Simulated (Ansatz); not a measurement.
A stack in vacuum: 3 layers of BAs-ML, started at antiparallel, no shift (facing As atop B and B atop As, held by symmetry; BAs-ML a predicted or substrate-bound sheet, here free).

All values below come from PBE+D3(BJ) (plane waves to 420 eV, PAW; Ansatz, an electronic-structure program). No spin–orbit coupling; PBE gaps are too small against experiment. Its k-point mesh 12×12×1, Fermi–Dirac width 0.01 eV. A dipole correction is on.

Task: Predict its spacing and gap.

Result: 
- gap between facing atomic planes = 4.00, 4.00 Å
- step of the vacuum level across the stack (top less bottom) = 0.00 eV
- PBE gap over the mesh and listed points off it = 0.73 eV, direct
- valence and conduction edges under the vacuum level of the lower face = 4.95 and 4.22 eV
